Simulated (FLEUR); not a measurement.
Band structure of Al2Cu (I4/mcm, 6 atoms in the cell).

```
Al2Cu
1.0
   -2.99890     2.99890     2.39274
    2.99890    -2.99890     2.39274
    2.99890     2.99890    -2.39274
Al Cu
4 2
Direct
  0.84139   0.65861   0.50000
  0.15861   0.34139   0.50000
  0.65861   0.15861   0.81722
  0.34139   0.84139   0.18278
  0.25000   0.25000   0.00000
  0.75000   0.75000   0.00000
```

Method of the run: PBE, all-electron FLAPW (FLEUR), scalar-relativistic valence.

Settings: Kmax = 4.2 1/bohr; GmaxXC = 14.7 1/bohr; xcFunctional = pbe; jspins = 1; l_soc = F; mode = hist; fermiSmearingEnergy = 0.00999582 Htr; mesh (inpgen div1-3) = 6 6 6; inpgen gamma flag = true; Gmax = 14.7 1/bohr; numbands = 0; maxIterBroyd = 15; imix = Anderson; alpha = 0.05.

The starting cell comes from a database of computed structures (which also holds hypothetical and non-ambient phases and stackings), without a prior relaxation at this level. Spin polarisation is off. Values depend on the basis (sphere radii, cutoffs, local orbitals), which need not be converged.

Levels in eV from the Fermi level, bands 13 to 20:
```tsv
point	13	14	15	16	17	18	19	20
Γ	-3.07	-2.06	-1.39	-1.23	-1.23	-0.84	-0.19	0.05
X	-2.86	-2.84	-1.58	-1.37	-0.87	-0.58	0.79	1.26
M	-3.40	-3.23	-3.23	-1.76	2.65	2.97	2.97	3.40
Z	-3.36	-3.27	-3.27	-0.93	1.52	1.75	1.75	2.10
P	-3.81	-3.81	0.38	0.38	0.74	0.74	1.85	1.85
N	-3.14	-3.14	-2.62	-2.62	0.21	0.21	4.10	4.10
Z1	-3.36	-3.27	-3.27	-0.93	1.52	1.75	1.75	2.10
```
